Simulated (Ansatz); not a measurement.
KHF₂ (I4/mcm, No. 140; cell taken from a computed entry), treated with PBEsol (PAW; Ansatz, a quantum-chemistry and plane-wave program).

Run with plane-wave cutoff 500 eV, 10×10×10 k mesh, gaussian smearing 0.02 eV, scalar-relativistic PAW data made under PBE.

Cell (relaxed at this level):

```yaml
crystal:
  lattice:
    - [-2.81319, 2.81319, 3.37976]
    - [2.81319, -2.81319, 3.37976]
    - [2.81319, 2.81319, -3.37976]
  atoms:
    - { symbol: K, position: [0.75000, 0.75000, 0.00000] }
    - { symbol: K, position: [0.25000, 0.25000, 0.00000] }
    - { symbol: H, position: [0.50000, 0.00000, 0.50000] }
    - { symbol: H, position: [0.00000, 0.50000, 0.50000] }
    - { symbol: F, position: [0.35610, 0.85610, 0.21221] }
    - { symbol: F, position: [0.64390, 0.14390, 0.78779] }
    - { symbol: F, position: [0.85610, 0.64390, 0.50000] }
    - { symbol: F, position: [0.14390, 0.35610, 0.50000] }
```

Question: Give the computed band gap.

Answer: 
- band gap: 7.07 eV (on the SCF k mesh)

Note: the relaxation could not lower the start's symmetry, so the cell can be a saddle point above a distorted one.

Computed values are for the static lattice.

It cost around 110 core-seconds (rough) of CPU time.
